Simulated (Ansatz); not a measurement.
Consider MgS in the rock salt structure (space group Fm-3m, No. 225; a = 5.129 Å). Axes: x, y, z lie along the cube axes.

Computed with LDA (Ansatz, a program for electronic structure), no spin-orbit coupling.

One thing is altered: a pure shear with ε_xy = ε_yx = 0.0171; the atoms relax in the strained cell.

### Question
Predict the stress tensor and what it implies for the stiffness.

### Answer
Stress of the strained cell less that of the base (GPa, compression positive):
```
   0.06   -1.95    0.00
  -1.95    0.06    0.00
   0.00    0.00   -0.05
```

Then −Δσ/γ with γ = 2ε = 0.0342 gives secant stiffness values (nonlinear terms included at this strain): C66 ≈ 57 GPa.

Whether these cells are dynamically stable was not tested.
